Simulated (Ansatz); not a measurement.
Base system: W in the fcc (Cu type) structure (space group Fm-3m, No. 225; a = 3.999 Å; relaxed with 0.1 eV smearing).

Now apply this change: every lattice vector is stretched by 0.77 %; the atoms relax in the strained cell.

Levels (all Ansatz, a program for electronic structure, PAW): PBEsol (420 eV, without spin-orbit coupling); PBEsol+SOC (420 eV, spin-orbit coupling included).

The geometry is relaxed with PBEsol.

| Property | Value |
|---|---|
| PBEsol pressure | -6.6 GPa |

**Question.** What does PBEsol+SOC give at this geometry for the pressure?

**Answer.** The pressure grows by 0.8 GPa (-6.6 GPa → -5.8 GPa).

Single points use the geometry relaxed with PBEsol. The spin-orbit shifts are approximate. No phonon test of stability was made. The runs without spin-orbit coupling are not spin-polarised. This is not the structure that W has at room temperature and ambient pressure.
